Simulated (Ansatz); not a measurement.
These are PBE (plane waves to 420 eV, PAW; Ansatz, an electronic-structure program) values and carry that method's errors.

Plane-averaged electrostatic potential energy along the normal, in eV from the Fermi level, for a constructed model of the (110) surface of bcc Nb, a pseudomorphic layer of Sc in the host's stacking (bottom of the slab: a bare face, its two planes held):

| z (Å) | V (eV) |
|---|---|
| 3.73 | 4.54 |
| 4.02 | 4.54 |
| 4.31 | 4.53 |
| 4.59 | 4.52 |
| 4.88 | 4.50 |
| 5.17 | 4.46 |
| 5.45 | 4.39 |
| 5.74 | 4.25 |
| 6.03 | 3.99 |
| 6.31 | 3.50 |
| 6.60 | 2.59 |
| 6.89 | 0.93 |
| 7.18 | -2.26 |
| 7.46 | -8.67 |
| 7.75 | -16.59 |
| 8.04 | -21.37 |
| 8.32 | -20.05 |
| 8.61 | -13.39 |
| 8.90 | -5.53 |
| 9.19 | -1.34 |
| 9.47 | -1.78 |
| 9.76 | -6.95 |
| 10.05 | -14.99 |
| 10.33 | -20.75 |
| 10.62 | -20.58 |
| 10.91 | -14.61 |
| 11.19 | -6.63 |
| 11.48 | -1.73 |
| 11.77 | -1.52 |
| 12.06 | -5.95 |
| 12.34 | -13.84 |
| 12.63 | -20.19 |
| 12.92 | -20.96 |
| 13.20 | -15.68 |
| 13.49 | -7.67 |
| 13.78 | -2.10 |
| 14.06 | -1.22 |
| 14.35 | -4.86 |
| 14.64 | -12.47 |
| 14.93 | -19.45 |
| 15.21 | -21.32 |
| 15.50 | -16.91 |
| 15.79 | -8.99 |
| 16.07 | -2.69 |
| 16.36 | -1.05 |
| 16.65 | -3.78 |
| 16.94 | -10.90 |
| 17.22 | -18.44 |
| 17.51 | -21.53 |
| 17.80 | -18.24 |
| 18.08 | -10.66 |
| 18.37 | -3.70 |
| 18.66 | -1.28 |
| 18.94 | -3.45 |
| 19.23 | -10.24 |
| 19.52 | -17.89 |
| 19.81 | -21.43 |
| 20.09 | -18.65 |
| 20.38 | -11.26 |
| 20.67 | -3.88 |
| 20.95 | -0.47 |
| 21.24 | -0.63 |
| 21.53 | -3.81 |
| 21.81 | -9.49 |
| 22.10 | -15.08 |
| 22.39 | -16.15 |
| 22.68 | -11.94 |
| 22.96 | -6.19 |
| 23.25 | -2.03 |
| 23.54 | 0.50 |
| 23.82 | 1.95 |
| 24.11 | 2.82 |
| 24.40 | 3.34 |
| 24.69 | 3.63 |
| 24.97 | 3.80 |
| 25.26 | 3.89 |
| 25.55 | 3.94 |
| 25.83 | 3.97 |
| 26.12 | 3.98 |
| 26.41 | 3.99 |
| 26.69 | 3.99 |

Slab: 7 atoms, 14.7 Å thick at the start; k 14x14x1, smearing 0.1 eV, dipole-corrected; 2 atoms held, the rest relaxed; held to the start's symmetry, so lower structures may exist; no spin, no spin-orbit, no U. It is one candidate, not shown to be the stable structure of the face.

**Question.** The surface cell has an area of 7.75 Å². What dipole along the normal does the step between the two vacuum levels imply?

**Answer.** the top vacuum level lies 0.54 eV below the bottom one; p = −ε₀ A ΔV (ε₀ = 0.005526 e/(V·Å)) gives 0.02 e·Å a cell.
